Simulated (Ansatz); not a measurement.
Start from Rb₂InAgCl₆ (space group Fm-3m, No. 225; a = 10.308 Å; a cell from a computed database, its experimental status unchecked). Axes: x, y, z lie along the cube axes.

The values are results of DFT with PBEsol, PAW potentials and a 420 eV plane-wave cutoff in Ansatz (a quantum-chemistry and plane-wave program), without spin-orbit coupling, not measurements.

A first run, uniaxial strain ε_xx = −1.02 %, gives secant values C11 ≈ 58 GPa and C12 ≈ 23 GPa from its stress. A second run applies isotropic strain −0.87 %.

Task: What does linear elasticity predict for the bulk modulus −ΔP/(ΔV/V₀) in the second run, and what does the run give?

Result: Linear elasticity: (C11 + 2 C12)/3 = 35 GPa. The run gives 36 GPa; any difference comes from nonlinear terms at these strains and numerical noise.

No phonon test of stability was made.
